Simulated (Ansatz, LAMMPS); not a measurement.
# Si well of 20 atomic layers along [001] in random Si0.8Ge0.2, 5 % Ge through the well

Cell 16.58 × 16.58 × 60.43 Å, Si687Ge105, 792 atoms. Prepared with LAMMPS with Tersoff's 1989 multicomponent potential (SiCGe.tersoff): minimisation. 

Calculation: PBE, support functions at accuracy medium on the grid of 370 eV (norm-conserving potentials; Ansatz, a program for electronic structure).

Basis: localised support functions (accuracy medium) on a full density matrix. k-points: zone centre alone; occupations: Fermi-Dirac, 0.010 eV; spin polarisation not allowed. Spin-orbit coupling is left out.

| Item | Value |
|---|---|
| Kohn-Sham gap of the cell on its k-mesh | 0.50 eV |
| weight of the highest filled level on the well | 0.42 |
| weight of the lowest empty level on the well | 0.89 |
| coordination (neighbours within 2.850 Å) | 100.0 % 4-fold |
| Ge-Ge bonds, mean ± spread | 2.466 ± 0.006 Å |
| Ge-Si bonds, mean ± spread | 2.421 ± 0.005 Å |
| Si-Si bonds, mean ± spread | 2.378 ± 0.005 Å |
| bond angles, mean ± spread | 109.5° ± 0.9° |
| pressure | -0.67 GPa |
| cost of the final run | very roughly 60 core-minutes, 20 SCF iterations, 16 GiB |
